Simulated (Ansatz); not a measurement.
## A computed series for Mo3Se4: pressure series

The reference is Mo$_{3}$Se$_{4}$ (space group R-3, No. 148; a = 9.466 Å, c = 11.181 Å (hexagonal axes)).

Cell and atoms are relaxed at each pressure.

Level of theory: Ansatz (a first-principles code), PBEsol, PAW, cutoff 420 eV, no spin-orbit coupling.

```csv
P (GPa),V (Å³/atom)
-2.00,21.671
-1.00,21.082
0.30,20.547
0.70,20.408
1.50,20.153
3.00,19.738
5.00,19.268
7.50,18.773
10.00,18.350
```

A third-order Birch–Murnaghan fit to these points gives V₀ = 20.68 Å³/atom, B₀ = 53 GPa and B₀′ = 7.9. At pressure 10 GPa the volume is 88.7 % of V₀.

Load acts through the strain it causes; cell and atoms are relaxed under it. No phonon test of stability was made. No other phases were tried under pressure. All final runs are without spin polarisation.
